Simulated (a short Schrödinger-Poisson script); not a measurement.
From a short Schrödinger-Poisson script (our own, NumPy): 1D Poisson equation in equilibrium, electrons quantum, Hartree (BenDaniel-Duke, 40 states a valley, the channel's in-plane mass for all, wave functions free to enter the barrier), parabolic valleys, classical holes, full ionisation, no traps, pinning or gate leakage.

System: gated Al0.3Ga0.7As/GaAs δ-doped gas, at 77 K.

From the gate side: 15 nm Al0.3Ga0.7As; 3 nm Al0.3Ga0.7As; 6000 nm GaAs, acceptors 1e15 cm⁻³.

The device is made up for the run: typed textbook-type constants, with dimensions and the other settings drawn at random. Al0.3Ga0.7As: permittivity 12.05, conduction-band edge (eV) 0.237, gap (eV) 1.798, electron mass (mₑ) 0.0919, Nv at 300 K (cm⁻³) 9e18. GaAs: permittivity 12.9, conduction-band edge (eV) 0, gap (eV) 1.424, Nv at 300 K (cm⁻³) 9e18.

Channel valleys (confinement mass, in-plane density-of-states mass, number): Γ 0.067, 0.067, 1. At the gate the conduction-band edge of layer 1 lies 0.99 eV − eVg above the Fermi level of the channel; the field vanishes at the back. Sheet of ionised δ-doping: +3.1e12 e/cm² at 15 nm from the gate. The barrier under the gate holds no holes. Gaps are held at their typed values at every temperature. Mesh 0.08 nm at interfaces.

Question: Give the centroid of the channel electrons at Vg = 0.5 V (nm); the capacitance at Vg = 0.5 V (μF/cm²); the gate voltage at 1e11 electrons/cm² (V).

Answer: centroid of the channel electrons at Vg = 0.5 V (nm): 5.53; capacitance at Vg = 0.5 V (μF/cm²): 0.483; gate voltage at 1e11 electrons/cm² (V): 0.15.
